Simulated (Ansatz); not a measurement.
Base system: a 12-atom supercell of Ta in the bcc (W type) structure (space group Im-3m, No. 229; a = 3.320 Å) at its relaxed geometry.

Method: plane-wave PAW DFT at the PBE level (Ansatz, an electronic-structure program, 420 eV), no spin-orbit coupling, earlier PAW set.

For the base:

The pressure comes out as -0.1 GPa.

Perturbation: one H atom is added in an open site, starting 1.75 Å from the nearest host atom, atoms relaxed at fixed cell, starting from a slightly rattled geometry.

Question: Predict the new final site of the added atom, pressure and largest displacement of a host atom from its site in the perfect cell.

Answer: The final site of the added atom amounts to 4 Ta at 1.91 Å; the pressure grows by 2.6 GPa to 2.5 GPa; the largest displacement of a host atom from its site in the perfect cell is 0.06 Å.

The cell is small, so the values are those of an ordered compound at a high defect concentration; dilute-limit values will differ. All final runs are without spin polarisation. An odd electron count without spin: Ta12H. The defect cell is not spin-polarised.
